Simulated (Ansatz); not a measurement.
How the band gap of PtI4 (Pbca, No. 61) moves with the method

No measured value is used here.

| level (code) | value (eV) |
|---|---|
| LDA (Ansatz) | 0.52 |
| PBEsol (Ansatz) | 0.55 |
| r²SCAN (Ansatz) | 0.74 |
| HSE06 (Ansatz) | 1.25 |
| PBE0 (Ansatz) | 1.90 |

Computed values are for a static lattice. Levels without +SOC have no spin–orbit coupling; where heavier elements are present it shifts gaps, mostly down, and can invert bands.  Values are at a fixed cell, not relaxed at this level and not confirmed as the measured one. Cutoffs and k meshes differ between the levels. Ansatz's density-functional and Hartree–Fock values are scalar-relativistic unless marked +SOC, with PAW data made under PBE.

Ansatz is a quantum-chemistry and plane-wave program.
